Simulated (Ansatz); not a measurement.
Take PbSe in the rock salt structure (space group Fm-3m, No. 225; a = 6.102 Å) as the base. Axes: x, y, z lie along the cube axes.

Modification: tensor shear ε_yz = +3.96 % (engineering shear γ = 0.0792), atoms relaxed at fixed cell.

Levels (all Ansatz, a quantum-chemistry and plane-wave program, PAW): PBEsol (420 eV, no SOC); PBEsol+SOC (420 eV, with spin-orbit coupling).

The geometry is relaxed with PBEsol.

```
Quantity          Result
---------------  -------
PBEsol pressure  0.0 GPa
```

With PBEsol+SOC at the same geometry, the pressure goes from zero to -0.4 GPa.

Single points use the geometry relaxed with PBEsol. The mesh was chosen for an insulator and is coarse for the gapless case. The spin-orbit shifts are approximate. The cells carry an imposed strain or load. Whether these cells are dynamically stable was not tested. The runs without spin-orbit coupling are not spin-polarised.
